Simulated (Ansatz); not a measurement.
Worked calculations on one periodic cell of amorphous Zr20O43Mo: Zr20O43Mo, 64 atoms, volume 827.7 Å³, made by a melt-quench on the CHGNet potential and relaxed with DFT. O atoms were pushed apart under 1.9 Å during the dynamics, to hinder bonds among them. It is a model cell: composition and starting density were chosen by hand, and all elements were melted together. Cycles of charging were run to anneal it. Computed with PBE, scalar-relativistic without spin-orbit coupling (plane waves to 420 eV, PAW; Ansatz, a first-principles code). Sampling: a 2×2×2 Γ-centred mesh; Fermi-Dirac width 0.02 eV; no spin polarisation. Its volume was held where the quench left it, its shape was free, and it stands at a mean pressure of -2.3 GPa with stress components up to 2.4 GPa; the relaxation ran on the zone centre alone. Its density went from a set 5.23 to 5.23 g/cm³. The cell is small and was quenched far faster than a real film, so it is one sample of the glass.

**Question.** Count formal charges (Zr +4, O -2, Mo +6). What does the count lead one to expect at the Fermi level, and what does the calculation give?

**Answer.** 20 × (+4) + 43 × (-2) + 1 × (+6) = 0. The charges balance, so the anion-derived valence states can be full and a gap can open. On this mesh the highest filled and lowest empty level lie 2.50 eV apart; localised defect or tail levels set that (at the zone centre the more localised edge state sits most on one Mo atom with neighbours O 1.75 Å, O 1.78 Å, O 1.87 Å, O 1.98 Å, O 2.04 Å, O 2.26 Å), and the nearest spread-out levels lie 3.9 eV apart.

Four energies for an added electron at PBE on the zone centre alone (charged cells in a uniform background, spin-polarised): neutral at the neutral geometry -113130.900 eV; charged at the neutral geometry -113119.095 eV; charged and relaxed -113119.625 eV; neutral at the charged geometry -113130.294 eV.

**Question.** Find the two relaxation energies and their sum, the reorganisation energy.

**Answer.** On charging: -113119.095 − (-113119.625) = 0.530 eV. On discharging: -113130.294 − (-113130.900) = 0.606 eV. The sum is 1.136 eV. The carrier's level spreads over 3 of the 64 atoms' worth, so it counts as localised, most on one Mo atom with neighbours O 1.75 Å, O 1.78 Å, O 1.87 Å, O 1.98 Å, O 2.04 Å, O 2.26 Å (neutral geometry). The values are uncorrected: the image energy of a point charge in this cell, 2.84 × 14.40 / (2 × 9.4) = 2.2 eV before screening, is screened by electrons alone at the fixed geometry and by ions too after relaxing, and the carrier can be spread before it relaxes, so each term can be off by up to that value times 1/ε∞, some tenths of an eV. PBE's self-interaction favours spread-out carriers, so a hybrid can localise more.

Four energies for a hole at PBE on the zone centre alone (charged cells in a uniform background, spin-polarised): neutral at the neutral geometry -113130.900 eV; charged at the neutral geometry -113139.655 eV; charged and relaxed -113139.909 eV; neutral at the charged geometry -113130.217 eV.

**Question.** Find the two relaxation energies and their sum, the reorganisation energy.

**Answer.** On charging: -113139.655 − (-113139.909) = 0.254 eV. On discharging: -113130.217 − (-113130.900) = 0.683 eV. The sum is 0.937 eV. The carrier's level spreads over 3 of the 64 atoms' worth, so it counts as localised, most on one O atom with neighbours Zr 2.01 Å, Zr 2.15 Å, Zr 2.40 Å (neutral geometry). The values are uncorrected: the image energy of a point charge in this cell, 2.84 × 14.40 / (2 × 9.4) = 2.2 eV before screening, is screened by electrons alone at the fixed geometry and by ions too after relaxing, and the carrier can be spread before it relaxes, so each term can be off by up to that value times 1/ε∞, some tenths of an eV. PBE's self-interaction favours spread-out carriers, so a hybrid can localise more.
